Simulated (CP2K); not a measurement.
Input and output of a self-consistent single point for Sr (Fm-3m, 1 atom in the cell) (CP2K).

Method: PBE, GPW, DZVP-MOLOPT-SR-GTH basis, GTH-PBE potentials (GTH_POTENTIALS) in CP2K.

The change in words: lattice scaled by 0.98. Reference geometry:
```
Sr
1.0
    4.19149     0.00000     0.00000
    2.09575     3.62994     0.00000
    2.09575     1.20998     3.42234
Sr
1
Direct
  0.00000   0.00000   0.00000
```

Reference input (self-consistent single point, DFT PBE, GPW, DZVP-MOLOPT-SR-GTH basis, GTH-PBE potentials (GTH_POTENTIALS)): CUTOFF = 500 Ry; REL_CUTOFF = 60 Ry; SMEAR/METHOD = FERMI_DIRAC; ELECTRONIC_TEMPERATURE = 1160.45 K; KPOINTS/SCHEME = MONKHORST-PACK 8 8 8; GAMMA_CENTERED = T; XC_FUNCTIONAL = PBE; Sr/BASIS_SET = DZVP-MOLOPT-SR-GTH-q10; Sr/POTENTIAL = GTH-PBE-q10; METHOD = GPW; EPS_DEFAULT = 1e-10; NGRIDS = 5. This run's input differs from it in these lines:

```diff
@@ -64,5 +64,5 @@
     &CELL
-      A 4.19149100 0.00000000 0.00000000
-      B 2.09574600 3.62993800 0.00000000
-      C 2.09574600 1.20997900 3.42233800
+      A 4.10766100 0.00000000 0.00000000
+      B 2.05383100 3.55733900 0.00000000
+      C 2.05383100 1.18578000 3.35389100
       PERIODIC XYZ
```

Output (repeated stretches shortened):

```
 SCF WAVEFUNCTION OPTIMIZATION

  Step     Update method      Time    Convergence         Total energy    Change
     1 NoMix/Diag. 0.20E+00      -     1.47509006       -30.8356884114 -3.08E+01
     2 Broy./Diag. 0.20E+00      -     0.00148086       -30.6643698628  1.71E-01
     3 Broy./Diag. 0.20E+00      -     0.00870089       -30.7043612839 -4.00E-02
     4 Broy./Diag. 0.20E+00      -     0.00043710       -30.7250083529 -2.06E-02
     5 Broy./Diag. 0.20E+00      -     0.00072929       -30.7274482997 -2.44E-03
     6 Broy./Diag. 0.20E+00      -     0.00017436       -30.7254682283  1.98E-03
   [... 2 lines left out ...]
     9 Broy./Diag. 0.20E+00      -     0.00002168       -30.7228229010 -5.08E-05
    10 Broy./Diag. 0.20E+00      -     0.00000042       -30.7228007069  2.22E-05
    11 Broy./Diag. 0.20E+00      -     0.00000066       -30.7228082108 -7.50E-06
    12 Broy./Diag. 0.20E+00      -     0.00000006       -30.7228058615  2.35E-06
  *** SCF run converged in    12 steps ***

  Overlap energy of the core charge distribution:               0.00000000000000
  Self energy of the core charge distribution:                -58.76974828622462
  Core Hamiltonian energy:                                     12.89568507979852
  Hartree energy:                                              19.48884150872422
  Exchange-correlation energy:                                 -4.33639948639552
  Electronic entropic energy:                                  -0.00118467761013
  Fermi energy:                                                 0.18102590029152

  Total energy:                                               -30.72280586149136
  Total energy (extrapolated to T->0):                        -30.72221352268629

                     Mulliken Population Analysis

   [... lines left out ...]

 STRESS| Analytical stress tensor [bar]
 STRESS|                        x                   y                   z
 STRESS|      x        2.07143912227E+04  -1.47978705426E-02  -1.04636922680E-02
 STRESS|      y       -1.47978705426E-02   2.07143793496E+04  -1.33792049874E-03
 STRESS|      z       -1.04636922680E-02  -1.33792049874E-03   2.07144039980E+04
 STRESS| 1/3 Trace                                             2.07143915234E+04
```

The run converged in 12 iterations. Against the reference run the free energy goes up by 29.7 meV/atom and the pressure goes from 1.08 to 2.07 GPa.

The starting cell comes from a database of computed structures (which also holds hypothetical and non-ambient phases and stackings), without a prior relaxation at this level. Its lattice was rescaled by a random factor within 2.5 % of one. For this run, on top of that: lattice scaled by 0.98. Values carry the incompleteness of an atom-centred basis.
